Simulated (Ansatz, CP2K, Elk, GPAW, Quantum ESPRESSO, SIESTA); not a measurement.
ScGe (Cmcm, 4 atoms in the cell) computed with different codes at matched settings

Self-consistent single point, at a second geometry (lattice scaled by 0.98). First geometry:

```yaml
crystal:
  lattice:
    - [1.95553, -4.92658, 0.00000]
    - [1.95553, 4.92658, 0.00000]
    - [0.00000, 0.00000, 3.68209]
  atoms:
    - { symbol: Sc, position: [0.86301, 0.13699, 0.75000] }
    - { symbol: Sc, position: [0.13699, 0.86301, 0.25000] }
    - { symbol: Ge, position: [0.58951, 0.41049, 0.75000] }
    - { symbol: Ge, position: [0.41049, 0.58951, 0.25000] }
```

Shared settings, as Ansatz (a quantum-chemistry and plane-wave program) writes them: kpoints.mp_grid.grid = 7 7 7; scf.occupations.method = fermi_dirac; scf.occupations.width = 0.1 eV. Potentials and cutoffs stand in the table.

| code | model | ΔF from the first geometry (meV/atom) | pressure (GPa) | largest force (eV/Å) | cutoff |
|---|---|---|---|---|---|
| Ansatz | PBEsol, PAW files made with PBE | 58.1 | 13.19 | 0.058 | default |
| CP2K | PBEsol, GPW, DZVP-MOLOPT-SR-GTH basis, GTH-PBE potentials (GTH_POTENTIALS) | 76.1 | 16.08 | 0.229 | grid 600 Ry |
| GPAW | PBEsol, GPAW PAW datasets PBEsol (made by gpaw-setup) | 59.9 | 13.53 | 0.100 | 850 eV |
| SIESTA | GGA PBEsol, numerical atomic orbitals DZP, PseudoDojo PBEsol standard norm-conserving potentials (rewritten from UPF to PSML) | 60.9 | 13.95 | 0.415 | grid 400 Ry |
| Elk | PBEsol, all-electron FP-LAPW, Elk's shipped species files, APW+lo basis with extra local orbitals | 62.5 | – | – | rgkmax 7.5 |
| Quantum ESPRESSO | PBEsol, GBRV 1.5 ultrasoft (PBESOL) pseudopotentials | 57.8 | 13.08 | 0.059 | 50 Ry |

Size of the force on each atom (eV/Å): Sizes of forces hide their directions.

| code | Sc1 | Sc2 | Ge3 | Ge4 |
|---|---|---|---|---|
| Ansatz | 0.058 | 0.058 | 0.036 | 0.036 |
| CP2K | 0.074 | 0.074 | 0.229 | 0.229 |
| GPAW | 0.069 | 0.069 | 0.100 | 0.100 |
| SIESTA | 0.139 | 0.139 | 0.415 | 0.415 |
| Quantum ESPRESSO | 0.059 | 0.059 | 0.040 | 0.040 |

A dash marks a value that a program does not give, or that is left out as unsure.

The spread over the programs that give each value: ΔF from the first geometry within 18.3 meV/atom; pressure within 3.00 GPa; largest force within 0.357 eV/Å.

CP2K and SIESTA use small atom-centred bases, whose incompleteness enters pressures, forces and empty levels differently from a plane-wave cutoff. Elk treats all electrons, but the usual bases taken here (sphere radii, linearisation, local orbitals, empty states) were not tested for convergence, so the values are no reference for the others. Ansatz's pressure is given at a fixed set of plane waves, as the other plane-wave codes print theirs. In the pressure, CP2K (by 2.89) lies more than 1 GPa from the median of the plane-wave programs. In the force vectors, CP2K (by 0.189) and SIESTA (by 0.375) lie more than 0.08 eV/Å from the median of the plane-wave programs.

The starting cell comes from a database of computed structures (which also holds hypothetical and non-ambient phases and stackings), without a prior relaxation at this level. Its lattice was rescaled by a random factor within 2.5 % of one. For this run, on top of that: lattice scaled by 0.98.

Left out of this page: FLEUR (with a known weakness of the program).

Keys are those of Ansatz 0.2.
